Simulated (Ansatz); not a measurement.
**How the formation enthalpy of SnSe (model structure, started from the wurtzite type, P6₃mc, No. 186, 4 atoms in the cell) moves with the method**

No measured value is used here.

```tsv
level (code)	value (eV/atom)
PBE (Ansatz)	-0.357
PBEsol (Ansatz)	?
PBE-D3(BJ) (Ansatz)	-0.275
```

### Question
What belongs in the gaps?

### Answer

- PBEsol (Ansatz, a first-principles code), value (eV/atom): -0.281

Density-functional levels without +SOC have no spin–orbit coupling, which shifts binding energies of heavy elements. PBE-D3(BJ): a distance lies near a switch of the dispersion term, which can move the cell. Each level is taken at its own relaxed cell. Ansatz's density-functional and Hartree–Fock values are scalar-relativistic unless marked +SOC, with PAW data made under PBE.

A model structure was made by putting elements into a prototype or built by hand; it is no filed structure, need not be a known phase, and can be a saddle point held by its symmetry.
